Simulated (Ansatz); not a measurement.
Band structure of CuAu (P4/mmm, 2 atoms in the cell).

```xyz
2
Lattice="2.8000 0.0000 0.0000 0.0000 2.8000 0.0000 0.0000 0.0000 3.6700" Properties=species:S:1:pos:R:3 pbc="T T T"
Cu     0.0000     0.0000     0.0000
Au     1.4000     1.4000     1.8350
```

Method of the run: PBE (plane waves, PAW; Ansatz, a first-principles code).

Settings: kpoints.mp_grid.grid = 12 12 10; hamiltonian.xc = pbe; hamiltonian.pseudopotentials = {kind: paw} (the program's default PAW files); scf.occupations.method = gaussian; scf.occupations.width = 0.272 eV; kpoints.band_path.npoints = 8.

The starting cell has typed, rounded lattice constants, without a prior relaxation at this level. Spin-orbit coupling is off. Spin polarisation is off.

Levels in eV from the Fermi level, bands 16 to 22:
```
point     16     17     18     19     20     21     22
-----  -----  -----  -----  -----  -----  -----  -----
Γ      -2.15  -1.68  -1.46  -1.46   2.07   8.13  10.05
X      -3.00  -2.42  -2.20  -0.86  -0.11   9.45   9.58
M      -1.63  -1.36  -1.36   0.61   0.61   5.25   6.92
Z      -2.75  -2.37  -2.34  -2.34  -1.98  14.38  14.67
R      -1.72  -1.59  -1.54  -1.11  -1.11   2.75   4.44
A      -2.16  -1.63  -1.63   5.37   5.55   5.55   6.29
```

Bands cross the Fermi level along this path, so the cell is metallic at this level.

Keys are those of Ansatz 0.2.
